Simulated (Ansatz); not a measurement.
An Ansatz (a program for electronic structure) run: Cd with a change (pressure 4.5 GPa); Ansatz PBE, no spin-orbit coupling.

Input:

Ansatz 0.2 input:
```yaml
crystal:
  lattice:
    - [3.0150860635, 0, 0]
    - [-1.5075430318, 2.6111411256, 0]
    - [0, 0, 5.535461661]
  atoms:
    - { symbol: Cd, position: [0.6666666667, 0.3333333333, 0.75] }
    - { symbol: Cd, position: [0.3333333333, 0.6666666667, 0.25] }
basis: { ecutwfc: 420, ecutrho_ratio: 4, xc_grid: 2, fft_grid_basis: typed }
kpoints: { mp_grid: { grid: [18, 18, 8] } }
hamiltonian:
  xc: pbe
  dispersion: none
  pseudopotentials: { kind: paw }
scf: { occupations: { method: fermi_dirac, width: 0.05 } }
relax: { f_tol: 0.01, max_steps: 60, cell: { stress_tol: 0.02, p_target: 4.5 } }
output: { forces: true, stress: true }
checkpoint: { write: state.ck, write_every: 1000 }
```

Output (explanatory and most iteration lines left out):

```
Relaxation: its limit of steps is 60 (relax.max_steps)
Pseudopotential: Cd, paw, valence charge 20
Crystal: 2 atoms, lattice volume = 43.580 Å³
Basis set: ecut = 420 eV, 847 PW (Γ), exchange–correlation on 48×48×80 points (8 copies of the dense FFT grid, shifted against one another)
Bands: 24, of which v1, the nominal top of the filled ones, is band 20 counted from 1 (19 counted from 0)
Symmetry: 24 space group operations
Space group: P63/mmc (ITA 194), of the structure as read, at distance tolerance 3.5e-5 Å
k-points: 185 of 2592
Functional: x = pbe(κ = 0.804, μ = 0.2195149727645171), c = pbe(β = 0.06672455060314922)
SCF iter   1: F=—  HF=-16508.895397 eV  |F-HF|=—  |Δ(HF+E_count)|=         —  Δρ=7.15e-4  dr2=2.01e-4  ethr=1.77e-3  ⟨swp⟩=5.8  Hψ=17260  notcnv=0
SCF iter   2: F=—  HF=-16508.895925 eV  |F-HF|=—  |Δ(HF+E_count)|=   5.28e-4  Δρ=4.69e-4  dr2=9.51e-5  ethr=5.03e-7  ⟨swp⟩=2.8  Hψ=10074  notcnv=0
SCF 1 converged in 6 iterations: F = -16508.895978 eV  dr2 = 1.45e-9
relax step   1: F+E_penalty+E_count = -16508.89597817 eV  Δ(F+E_penalty+E_count) = +0.000e0 eV  max|allowed force component| = 9.252e-17 eV/Å  Δτ_max = 0.0000 Å  P = +2.094 GPa  Ω = 43.580 Å³  (6 SCF iters, dr2 threshold 1.00e-7 eV, accepted)
[... steps on the carried basis left out ...]
relax step   6: F+E_penalty+E_count = -16508.86095522 eV  Δ(F+E_penalty+E_count) = +7.240e-4 eV  max|allowed force component| = 3.701e-17 eV/Å  Δτ_max = 0.0000 Å  P = +4.504 GPa  Ω = 41.848 Å³  stress off target by 6.41e-3 GPa  SCF on the basis re-selected at this cell (its energy is not comparable with the rows above)  (6 SCF iters)
SCF converged after 6 iterations
Free energy (F): -16508.860955 eV
Internal energy: -16508.856725 eV  (E = F + TS)
E sigma→0 (E₀):  -16508.858840 eV
Entropy (-TS):   -0.004230 eV (-2.115 meV/atom)
Fermi energy:    15.434876 eV
--- Forces (eV/Å), atoms counted from 1 ---
  atom   1  Cd     0.00000000    -0.00000000     0.00000000
  atom   2  Cd    -0.00000000     0.00000000     0.00000000
--- Stress (GPa, compression-positive) ---
        4.506410       0.000000       0.000000
       -0.000000       4.506410       0.000000
        0.000000       0.000000       4.498598
  P = ⅓ Tr σ = 4.5038 GPa (45.038 kbar)
--- Relaxed structure (5 steps of the walk, 5 accepted, 1 SCFs on fresh bases) ---
  cell:  # Å, volume = 41.8478 Å³
    - [2.9860152657690144, 2.858913594532308e-11, 0.0]
    - [-1.4930076329092663, 2.585965076229814, 0.0]
    - [0.0, 0.0, 5.419478745439228]
  atoms:
    - { symbol: Cd, position: [0.6666666666666667, 0.3333333333333333, 0.7500000000000002] }
    - { symbol: Cd, position: [0.3333333333333333, 0.6666666666666666, 0.25] }
```

Load acts through the strain it causes; cell and atoms are relaxed under it. No phonon test of stability was made. The cell was made from Cd in the hcp (Mg type) structure (space group P6_3/mmc, No. 194) by this change: pressure 4.5 GPa.
